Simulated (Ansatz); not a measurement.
This concerns the energy of the reaction as written. Reaction: cell B → cell A. Negative: the products are lower in energy.

Cell A: a sheet of composition Bi2, 2 atoms, hexagonal cell of 5.27 Å (24.0 Å²), symmetry P6/mmm, 0.0 Å thick under 16 Å of vacuum, in-plane vectors relaxed; planes from bottom to top: Bi2, all atoms in one plane; a model cell; spin state with PBE: run without spin, k-point mesh 18×18×1.
```yaml
crystal:
  lattice:
    - [5.26543, 0.00000, 0.00000]
    - [-2.63272, 4.56000, 0.00000]
    - [0.00000, 0.00000, 16.00000]
  atoms:
    - { symbol: Bi, position: [0.33333, 0.66667, 0.50000] }
    - { symbol: Bi, position: [0.66667, 0.33333, 0.50000] }
```

Cell B: a sheet of composition Bi2, 2 atoms, hexagonal cell of 4.34 Å (16.3 Å²), symmetry P-3m1, 1.7 Å thick under 16 Å of vacuum, in-plane vectors relaxed; planes from bottom to top: Bi × 2; a model cell; spin state with PBE: run without spin, k-point mesh 18×18×1.
```yaml
crystal:
  lattice:
    - [4.33976, 0.00000, 0.00000]
    - [-2.16988, 3.75834, 0.00000]
    - [0.00000, 0.00000, 17.74000]
  atoms:
    - { symbol: Bi, position: [0.33333, 0.66667, 0.54869] }
    - { symbol: Bi, position: [0.66667, 0.33333, 0.45131] }
```

Plane-wave PAW calculations with Ansatz (an electronic-structure program), its PAW set soft_1, cutoff 420 eV, 500 eV for r2SCAN. The structures are at rest with PBE; other levels are single points on them. Neutral cells; Fermi-Dirac smearing of at most 0.10 eV in the solids, energies taken to zero width. The lattices are those relaxed with PBE, so at other levels the solids can be strained, which adds to the spread. A dispersion term (D3(BJ), or D4 for r2SCAN) was computed beside these levels and is taken off wherever the name lacks it. Static lattices, no vibrational contributions. The runs are scalar-relativistic, without spin-orbit coupling. The cells' k-point meshes differ in density, so the last digit is unsettled. Cell A has symmetry P6/mmm and got no random move, so less symmetric positions, which may lie lower, weren't tried. Cell B has symmetry P-3m1 and got no random move, so less symmetric positions, which may lie lower, weren't tried.

Q: Estimate the value that r2SCAN returns for this input.

A: 1.04 eV, for cell B → cell A.

Q: How does the value move with the functional?

A: 
```tsv
Method	value (eV)	less r2SCAN
PBE	0.84	-0.20
```

The levels span 0.20 eV, from PBE (0.84) to r2SCAN (1.04).
